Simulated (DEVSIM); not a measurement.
Device: abrupt CdTe p-n junction, at 250 K.

| layer (left to right) | material | thickness (μm) | Nd (cm⁻³) | Na (cm⁻³) | τn (s) | τp (s) |
|---|---|---|---|---|---|---|
| 1 | CdTe | 0.150 | - | 3.2e17 | 7.9e-10 | 7.9e-10 |
| 2 | CdTe | 15.0 | 1.4e15 | - | 7.9e-10 | 7.9e-10 |

Left contact: ohmic. Right contact: ohmic. Voltage is applied to the left contact. Recombination: SRH at mid-gap, radiative, Auger. Mobility is constant in doping.

The device is made up for the run: typed textbook-type constants, with dimensions and the other settings drawn at random. Values at 300 K; Nc and Nv go as T^1.5, mobilities as T to minus their exponent, the gap by Varshni's rule with the affinity fixed.

| parameter | CdTe |
|---|---|
| gap (eV) | 1.5 |
| affinity (eV) | 4.28 |
| permittivity | 10.2 |
| Nc (cm⁻³) | 8e17 |
| Nv (cm⁻³) | 1.8e19 |
| μn (cm²/Vs) | 1000 |
| μp (cm²/Vs) | 80 |
| T exponent of μn | 1.7 |
| T exponent of μp | 1.5 |
| B (cm³/s) | 1e-10 |
| Cn (cm⁶/s) | 1e-30 |
| Cp (cm⁶/s) | 1e-30 |
| Varshni α (eV/K) | 0.00031 |
| Varshni β (K) | 108 |

DEVSIM, 1D drift-diffusion, Boltzmann statistics, complete ionisation; no tunnelling, impact ionisation, image-force lowering or self-heating.

Question: Give the dark forward current.

Answer: 
(V (V), J (A/cm²)): (0.05, 1.6e-12); (0.10, 6.4e-12); (0.20, 7.3e-11); (0.25, 2.4e-10); (0.35, 2.6e-9); (0.40, 8.6e-9); (0.45, 2.8e-8); (0.55, 3.1e-7); (0.60, 1.0e-6); (0.70, 1.2e-5); (0.75, 4.0e-5); (0.80, 0.00014); (0.90, 0.0017); (0.95, 0.0063); (1.05, 0.11); (1.10, 0.52); (1.20, 6.3); (1.25, 13); (1.30, 20); (1.40, 38); (1.45, 48); (1.55, 68); (1.60, 79); (1.65, 89); (1.75, 110); (1.80, 120); (1.90, 140); (1.95, 160)
